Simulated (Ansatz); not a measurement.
Start from HfO₂ in the rutile structure (space group P4_2/mnm, No. 136; a = 4.8301 Å, c = 3.2097 Å; a cell from a computed database, its experimental status unchecked).

The change: a hydrostatic pressure of 0.7 GPa.

Levels (all Ansatz, a quantum-chemistry and plane-wave program, PAW): PBEsol (420 eV, scalar-relativistic without spin-orbit coupling); PBEsol+SOC (420 eV, spin-orbit coupling included).

The geometry is relaxed with PBEsol.

- PBEsol valence-band top at Γ: 0.00, -0.39, -0.39 eV
- PBEsol electron mass: 0.60 mₑ along c, 0.82 mₑ across (at Γ)
- PBEsol gap character: direct at Γ
- PBEsol lowest conduction level above the VBM at special points: Γ 3.90 eV; R 4.13 eV; M 4.17 eV; X 4.59 eV

Task: How does going to PBEsol+SOC change the valence-band top at Γ, electron mass, gap character and lowest conduction level above the VBM at special points?

Result: The valence-band top at Γ (three highest Kramers pairs, from the VBM) changes from 0.00, -0.39, -0.39 eV to 0.00, -0.36, -0.40 eV; the electron mass becomes 0.62 mₑ along c, 0.82 mₑ across (at Γ) (PBEsol: 0.60 mₑ along c, 0.82 mₑ across (at Γ)); the gap character stays direct at Γ; the lowest conduction level above the VBM at special points changes from Γ 3.90 eV; R 4.13 eV; M 4.17 eV; X 4.59 eV to Γ 3.89 eV; R 4.09 eV; M 4.16 eV; X 4.59 eV.

Single points use the geometry relaxed with PBEsol. Differences between runs with and without spin-orbit coupling are approximate. With Hf present, leaving out spin-orbit coupling can change the band edges. Load acts through the strain it causes; cell and atoms are relaxed under it. Masses are band curvatures over ±0.01 Å⁻¹ around the edge. Whether these cells are dynamically stable was not tested. This is not the structure that HfO2 has at room temperature and ambient pressure.
